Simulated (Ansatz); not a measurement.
**Response to strain and stress in GaP**

The reference is GaP in the zinc blende structure (space group F-43m, No. 216; a = 5.438 Å). Axes: x, y, z lie along the cube axes.

Strains are applied to the cell and any free atomic positions relax; under biaxial strain the out-of-plane vector relaxes too; under stress the whole cell relaxes.

The values are results of Ansatz (a program for electronic structure), PBEsol, PAW, cutoff 420 eV, no spin-orbit coupling, not measurements.

Candidates:
(a) uniaxial stress, 1 GPa tension along z
(b) uniaxial strain ε_xx = −4.90 %
(c) biaxial strain +2.22 %, plane normal [001], relaxed out of plane
(d) uniaxial strain ε_zz = +0.99 %

For the base:

- Band gap = 1.45 eV

Q: Order them by band gap, lowest first.

A: (b) uniaxial strain ε_xx = −4.90 % (0.89 eV), (c) biaxial strain +2.22 %, plane normal [001], relaxed out of plane (1.11 eV), (a) uniaxial stress, 1 GPa tension along z (1.40 eV), (d) uniaxial strain ε_zz = +0.99 % (1.43 eV)

Semilocal Kohn–Sham gaps tend to fall short of experiment. Stability under load was not tested beyond the relaxation.
